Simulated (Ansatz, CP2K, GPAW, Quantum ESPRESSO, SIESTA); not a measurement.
**Code comparison for Au3S (P1, 8 atoms in the cell)**

Self-consistent single point, at a second geometry (atoms moved at random). First geometry:

```
CELL_PARAMETERS angstrom
      5.75784     0.00000     0.00000
     -2.87892     4.98643     0.00000
      0.00000     0.00000     4.71797
ATOMIC_POSITIONS crystal
  S  0.66667 0.33333 0.25000
  S  0.33333 0.66667 0.75000
  Au 0.33253 0.16626 0.75000
  Au 0.66747 0.83374 0.25000
  Au 0.16626 0.33253 0.25000
  Au 0.83374 0.66747 0.75000
  Au 0.83374 0.16626 0.75000
  Au 0.16626 0.83374 0.25000
```

Second geometry:
```
CELL_PARAMETERS angstrom
      5.75784     0.00000     0.00000
     -2.87892     4.98643     0.00000
      0.00000     0.00000     4.71797
ATOMIC_POSITIONS crystal
  S  0.67457 0.34242 0.25551
  S  0.33750 0.66580 0.74348
  Au 0.33156 0.15167 0.75528
  Au 0.67444 0.84612 0.24907
  Au 0.16701 0.33901 0.25184
  Au 0.82856 0.65663 0.74664
  Au 0.82522 0.16409 0.73837
  Au 0.16114 0.83427 0.25980
```

Shared settings, as Ansatz (an electronic-structure program) writes them: kpoints.mp_grid.grid = 5 5 5; scf.occupations.method = gaussian; scf.occupations.width = 0.01 Ry. Potentials and cutoffs stand in the table.

| code | model | ΔF from the first geometry (meV/atom) | pressure (GPa) | largest force (eV/Å) | cutoff |
|---|---|---|---|---|---|
| Quantum ESPRESSO | LDA (PZ), GBRV 1.5 ultrasoft (LDA) pseudopotentials | 5.7 | -3.59 | 0.513 | 40 Ry |
| CP2K | LDA (Pade form), GPW, DZVP-MOLOPT-SR-GTH basis, GTH-PADE potentials (GTH_POTENTIALS) | 7.4 | 2.74 | 0.613 | grid 500 Ry |
| SIESTA | LDA PW92, numerical atomic orbitals TZP, PseudoDojo LDA standard norm-conserving potentials (rewritten from UPF to PSML) | 8.4 | -6.04 | 0.708 | grid 300 Ry |
| Ansatz | LDA (PW92), PAW files made with PBE | 5.6 | -3.38 | 0.508 | 30.9 Ry |
| GPAW | LDA (Perdew-Wang 92), GPAW PAW datasets LDA (gpaw-data 1.0.1) | 6.4 | -0.93 | 0.554 | 600 eV |

Size of the force on each atom (eV/Å): Sizes of forces hide their directions.

| code | S1 | S2 | Au3 | Au4 | Au5 | Au6 | Au7 | Au8 |
|---|---|---|---|---|---|---|---|---|
| Quantum ESPRESSO | 0.108 | 0.127 | 0.440 | 0.379 | 0.253 | 0.347 | 0.513 | 0.254 |
| CP2K | 0.157 | 0.180 | 0.508 | 0.562 | 0.373 | 0.413 | 0.613 | 0.392 |
| SIESTA | 0.158 | 0.167 | 0.599 | 0.421 | 0.328 | 0.471 | 0.708 | 0.311 |
| Ansatz | 0.108 | 0.126 | 0.437 | 0.377 | 0.252 | 0.344 | 0.508 | 0.252 |
| GPAW | 0.119 | 0.140 | 0.467 | 0.452 | 0.294 | 0.373 | 0.554 | 0.303 |

No clean gap comes from Quantum ESPRESSO, CP2K, SIESTA, Ansatz and GPAW: levels at the Fermi energy touch, overlap or are partly filled at this smearing.

On Ansatz's run: spin-orbit coupling is off.

The spread over the programs that give each value: ΔF from the first geometry within 2.8 meV/atom; pressure within 8.78 GPa; largest force within 0.200 eV/Å.

CP2K and SIESTA use small atom-centred bases, whose incompleteness enters pressures, forces and empty levels differently from a plane-wave cutoff. Ansatz's pressure is given at a fixed set of plane waves, as the other plane-wave codes print theirs; with its correction for the finite basis it is -3.33 GPa. The same LDA comes in different parametrisations, which differ slightly. In the pressure, CP2K (by 6.11), SIESTA (by 2.66) and GPAW (by 2.45) lie more than 1 GPa from the median of the plane-wave programs. In the force vectors, CP2K (by 0.197), SIESTA (by 0.197) and GPAW (by 0.081) lie more than 0.08 eV/Å from the median of the plane-wave programs.

The starting cell comes from a database of computed structures (which also holds hypothetical and non-ambient phases and stackings), without a prior relaxation at this level. Its lattice was rescaled by a random factor within 2.5 % of one. For this run, on top of that: atoms moved at random.

Keys are those of Ansatz 0.2.
